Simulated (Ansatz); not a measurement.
An input for Ansatz (PBEsol) and the part of its output that reports the quasi-harmonic study. Lengths are of the primitive cell. The run noted for some of its cells that some bands missed the eigensolver's tolerance.

Ansatz 0.2 input:
```yaml
crystal:
  lattice:
    - [0.0, 2.726397791, 2.726397791]
    - [2.726397791, 0.0, 2.726397791]
    - [2.726397791, 2.726397791, 0.0]
  atoms:
    - { symbol: Ca, position: [0.0, 0.0, 0.0] }
kpoints:
  mp_grid: { grid: [12, 12, 12] }
hamiltonian:
  xc: pbesol
  pseudopotentials: { kind: paw }
scf:
  occupations: { method: methfessel_paxton, width: 0.15 }
phonons:
  method: dfpt
  qmesh: [4, 4, 4]
  temperatures: { t_max: 1000, t_step: 25 }
  thermal_expansion: {}
checkpoint:
  write: run
```

```
--- Thermal expansion: 12 cells in 3 rounds, 0 GPa ---
  no lower state was reached at cell 4; its state was not examined: fill_not_monotonic
  without vibrations: a 3.85871, b 3.85871, c 3.85871 Å, V 40.6266 Å³, B 17.84 GPa
  at 0 K: a 3.86582, b 3.86582, c 3.86582 Å, V 40.8516 Å³, B 17.63 GPa
  zero-point expansion: a +0.184, b +0.184, c +0.184, V +0.554 %
      T/K        a/Å        b/Å        c/Å       V/Å³ | expansion of a, b, c, V (1e-6/K)   | that of V in the mean from 25 °C | C_P, C_V (J/mol K of the cell) | B_T, B_S (GPa)
     0.00    3.86582    3.86582    3.86582    40.8516 |    0.00    0.00    0.00    0.00 |   46.84 |     0.000     0.000 |    17.63    17.63
   100.00    3.86887    3.86887    3.86887    40.9486 |   16.22   16.22   16.22   48.66 |   58.67 |    20.407    20.305 |    17.43    17.52
   200.00    3.87607    3.87607    3.87607    41.1776 |   20.02   20.02   20.02   60.07 |   62.12 |    24.551    24.246 |    17.05    17.26
   298.15    3.88398    3.88398    3.88398    41.4302 |   21.41   21.41   21.41   64.23 |       - |    25.769    25.258 |    16.65    16.99
   375.00    3.89051    3.89051    3.89051    41.6394 |   22.27   22.27   22.27   66.82 |   65.71 |    26.341    25.655 |    16.33    16.77
   475.00    3.89939    3.89939    3.89939    41.9253 |   23.33   23.33   23.33   69.99 |   67.57 |    26.938    26.003 |    15.92    16.49
   575.00    3.90870    3.90870    3.90870    42.2263 |   24.37   24.37   24.37   73.11 |   69.41 |    27.491    26.280 |    15.49    16.20
   675.00    3.91845    3.91845    3.91845    42.5429 |   25.43   25.43   25.43   76.28 |   71.26 |    28.055    26.540 |    15.05    15.91
   775.00    3.92864    3.92864    3.92864    42.8756 |   26.53   26.53   26.53   79.58 |   73.16 |    28.656    26.807 |    14.59    15.60
   875.00    3.93930    3.93930    3.93930    43.2257 |   27.70   27.70   27.70   83.09 |   75.13 |    29.310    27.090 |    14.12    15.28
  the static fit leaves 0.000 meV an atom of the energies and, of the stresses, 0.000 GPa of each cell's largest along a strain (root mean squares over the cells), whose Pulay part it has at -0.001 GPa
  vibrations' free energy: its fit leaves 0.0000 meV an atom at the most
  the electrons' free energy at temperature is in it; its fit leaves 0.0101 meV an atom at the most
  free energies summed between the sampled wave vectors
  estimated error of the fitted expansion in any direction: up to 0.047e-6/K, at 1000 K (an estimate, not a bound: it was exceeded on models of known expansion)
  by sums over the sampled wave vectors an expansion of the volume parts by up to 2.33e-6/K
  by a static energy of one degree less an expansion of the volume parts by up to 0.17e-6/K
  eigensolver_not_converged in the phonons of 2 cells: 8, 9
```

Warnings of the run: thermal_expansion_settings.

Cost: around 40 core-minutes (rough).

Whether this phase is the stable one at each condition was not tested.

Ansatz is a program for electronic structure.
